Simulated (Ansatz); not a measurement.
CsPbCl3 (Pm-3m) under uniaxial stress along [110] (compression positive): hole conductivity mass by PBEsol with spin-orbit coupling, rigid bands (plane waves, PAW; Ansatz, a program for electronic structure). The unloaded cell, whose axes the loads refer to:

Space group Pm-3m (No. 221); a = b = c = 5.6182 Å, α = β = γ = 90.00°

```
atom  site  symmetry       x       y       z
----  ----  --------  ------  ------  ------
Cs      1a      m-3m  0.0000  0.0000  0.0000
Pb      1b      m-3m  0.5000  0.5000  0.5000
Cl      3c    4/mm.m  0.0000  0.5000  0.5000
```

```
uniaxial stress along [110] (compression positive) (GPa)  volume per atom (Å³)  hole conductivity mass (mₑ)
--------------------------------------------------------  --------------------  ---------------------------
-2                                                                       36.35                        0.172
-1                                                                       35.91                            ?
0                                                                        35.47                        0.146
1                                                                        34.97                        0.139
2                                                                        34.47                        0.135
```

### Question
Fit a straight line to ln(hole conductivity mass) against the load over the rows given, and predict the row at -1 GPa.

### Answer
The means are x̄ = 0.250 GPa and ȳ = -1.9150; Σ(x − x̄)(y − ȳ) = -0.5427 and Σ(x − x̄)² = 8.750, so the slope is -6.20 % per GPa, and the rows given lie within 2.5 % of the line. At -1 GPa the line gives 0.159 mₑ; the calculation gives 0.158 mₑ, 0.77 % from it.

Masses are for dilute carriers at 300 K, harmonic means over directions unless an axis is named. Stresses and pressures are the targets of the relaxation. The structure type is held at every load. Geometry: cell and atoms relaxed with PBEsol.

CsPbCl3 (Pm-3m): a high-temperature phase held by its symmetry.
